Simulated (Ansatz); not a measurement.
The starting structures come from a database of crystals and need not be the phases stable at ambient conditions.

 Where the default PAW files enter, the runs use the earlier of Ansatz's two default sets.

By LDA, the system below comes out a metal.

The ballistic (Sharvin) conductance counts the channels at the Fermi level: G/A = (e²/h) × channels of both spins per area.

Consider the following.

```
BaSi2
1.0
    4.06203     0.00000     0.00000
    0.00000     5.40911     0.00000
    2.03102     0.00000     3.51782
Ba Si
1 2
Direct
  0.00000   0.00000   0.00000
  0.66667   0.43576   0.66667
  0.33333   0.56424   0.33333
```

Space group of this cell: P-3m1. The cell is taken as given; by LDA its mean pressure is -3.7 GPa.

The current flows along the normal of the first two printed cell vectors, the (100) plane of the conventional cell. No spin-orbit coupling; the value is a mean over 0.1 eV about the Fermi level.

### Question
Estimate the ballistic conductance per area that LDA (Ansatz, a first-principles code) returns for this system.

### Answer
0.31 × 10¹⁵ S/m² for both spins.
